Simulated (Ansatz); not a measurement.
Start from BeS in the wurtzite structure (space group P6_3mc, No. 186; a = 3.4118 Å, c = 5.6247 Å; a hypothetical phase, not in the database extracts checked).

Computed with PBEsol/PAW in Ansatz (a program for electronic structure), no spin-orbit coupling.

Base values:

Volume per atom: 14.18 Å³
Band gap: 3.44 eV
Electron mass: 0.30 mₑ along c, 0.51 mₑ across (at K)

The change: cell and atoms relaxed at a pressure of 0.3 GPa.

Problem. What happens to the volume per atom, band gap and electron mass?

Solution. The volume per atom drops by 0.044 Å³ to 14.13 Å³; the band gap falls by 0.012 eV to 3.42 eV; the electron mass is still 0.30 mₑ along c, 0.51 mₑ across (at K).

Load acts through the strain it causes; cell and atoms are relaxed under it. Effective masses come from finite differences of ±0.01 Å⁻¹. No phonon test of stability was made.
